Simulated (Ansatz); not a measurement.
Worked example: self-consistent single point of LuCd2 (P-3m1, 3 atoms in the cell) in Ansatz (a program for electronic structure).

Computed with PBEsol, default PAW files made with PBE (plane waves; Ansatz).

```
LuCd2
1.0
    5.38209     0.00000     0.00000
   -2.69104     4.66103     0.00000
    0.00000     0.00000     3.21734
Lu Cd
1 2
Direct
  0.00000   0.00000   0.00000
  0.66667   0.33333   0.95336
  0.33333   0.66667   0.04664
```

Reference input (self-consistent single point, DFT, PBEsol, plane waves, default PAW files made with PBE): basis.ecutwfc = 420 eV; kpoints.mp_grid.grid = 7 7 10; hamiltonian.xc = pbesol; hamiltonian.pseudopotentials = {kind: paw} (the program's default PAW files); scf.occupations.method = gaussian; scf.occupations.width = 0.272 eV. This run's input differs from it in these lines:

Ansatz 0.2 input:
```diff
@@ -13,3 +13,3 @@
 kpoints:
-  mp_grid: { grid: [7, 7, 10] }
+  mp_grid: { grid: [11, 11, 16] }
 hamiltonian:
```

Output, abridged:

```
SCF iter   1: F=—  HF=-30979.115878 eV  |F-HF|=—  |Δ(HF+E_count)|=         —  Δρ=4.79e-3  dr2=1.36e-2  ethr=1.77e-3  ⟨swp⟩=5.6  Hψ=36696  notcnv=0
all-band conjugate gradients solve this SCF's bands
preconditioner: auto → Kerker (q_TF=auto, 2.632 Å⁻¹)
SCF iter   2: F=—  HF=-30979.110744 eV  |F-HF|=—  |Δ(HF+E_count)|=   5.13e-3  Δρ=2.08e-3  dr2=3.19e-3  ethr=2.10e-5  ⟨swp⟩=2.4  Hψ=18273  notcnv=0  defer=1
   [... lines left out ...]
SCF iter   5: F=—  HF=-30979.110471 eV  |F-HF|=—  |Δ(HF+E_count)|=   9.41e-5  Δρ=2.27e-4  dr2=2.59e-5  ethr=1.33e-7  ⟨swp⟩=3.0  Hψ=17030  notcnv=0  defer=1
SCF iter   6: F=—  HF=-30979.110460 eV  |F-HF|=—  |Δ(HF+E_count)|=   1.11e-5  Δρ=8.30e-5  dr2=5.59e-6  ethr=3.98e-8  ⟨swp⟩=2.1  Hψ=14300  notcnv=0  defer=1
SCF iter   7: F=—  HF=-30979.110458 eV  |F-HF|=—  |Δ(HF+E_count)|=   1.53e-6  Δρ=1.75e-5  dr2=1.56e-7  ethr=8.61e-9  ⟨swp⟩=2.2  Hψ=15030  notcnv=0  defer=1
SCF iter   8: F=-30979.110458 eV  HF=-30979.110458 eV  |F-HF|=4.93e-9  |Δ(HF+E_count)|=   1.74e-8  Δρ=3.60e-6  dr2=1.27e-8  ethr=1.54e-10  ⟨swp⟩=10.1  Hψ=50814  notcnv=0
SCF 1 converged in 8 iterations: F = -30979.110458 eV  dr2 = 1.27e-8
Free energy (F): -30979.110458 eV
Internal energy: -30979.044226 eV  (E = F + TS)
E sigma→0 (E₀):  -30979.077342 eV
Entropy (-TS):   -0.066232 eV (-22.077 meV/atom)
Fermi energy:    12.292305 eV
--- Forces (eV/Å), atoms counted from 1 ---
  atom   1  Lu     0.00000000     0.00000000     0.00000000
  atom   2  Cd     0.00000000    -0.00000000    -0.01173962
  atom   3  Cd     0.00000000     0.00000000     0.01173962
--- Stress (GPa, compression-positive) ---
       -3.521919       0.000000       0.000000
        0.000000      -3.521919      -0.000000
        0.000000      -0.000000      -1.966474
  P = ⅓ Tr σ = -3.0034 GPa (-30.034 kbar)
  The stress holds the Pulay correction. Without it, at fixed plane waves, as pw.x and ABINIT print it: P = -3.0401 GPa
```

The run converged in 8 iterations. Against the reference run the free energy rises by 1.8 meV/atom, the pressure moves little (-3.02 to -3.00 GPa) and the largest force moves little (0.014 to 0.012 eV/Å).

The starting cell comes from a database of computed structures (which also holds hypothetical and non-ambient phases and stackings), without a prior relaxation at this level. With a pressure of about -3 GPa the cell is away from its equilibrium volume at this level. Ansatz's pressure includes its estimate of the finite-basis (Pulay) stress.

Cost on one core of a shared machine: roughly 40 s.
